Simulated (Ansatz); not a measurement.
# HfO2 under a change: 1 layer

Start from HfO$_{2}$ in the fluorite structure (space group Fm-3m, No. 225; a = 5.058 Å). Axes: x, y, z lie along the cube axes.

Now apply this change: a free-standing slab of 1 layer (3 atoms, 3 a layer) is cut normal to [111], with 15 Å of vacuum and the in-plane cell held at bulk.

Method: r2SCAN, PAW, 500 eV (Ansatz, a program for electronic structure; without spin-orbit coupling). Settings: 11×11×1 k-points, 0.05 eV Fermi–Dirac smearing, for the changed cell.

| quantity | base | changed | shift |
|---|---|---|---|
| layer's space group (with vacuum) | – | P-3m1 (No. 164) | – |
| shortest interatomic distance | 2.190 Å | 2.216 Å | +0.0253 Å |
| band gap | 4.30 eV | 4.12 eV | -0.187 eV |
| gap character | – | indirect, K–Γ (40 % along) → K | – |
| smallest direct gap | 4.30 eV | 4.37 eV | +0.064 eV |
| thickness between the outermost nuclei | – | 1.61 Å | – |
| change of the spacing d12 from its bulk value of 0.730 Å | – | +10.0 % | – |

Final structure:

```xyz
3
Lattice="3.5769 0.0000 0.0000 1.7884 3.0977 0.0000 0.0000 0.0000 16.4603" Properties=species:S:1:pos:R:3 pbc="T T T"
O      2.6827     0.5163     7.4273
Hf     0.8942    -0.5163     8.2301
O      4.4711     1.5488     9.0330
```

With Hf present, leaving out spin-orbit coupling can change the band edges. No phonon test of stability was made. This is not the structure that HfO2 has at room temperature and ambient pressure. k-point labels follow each cell's own Brillouin zone.
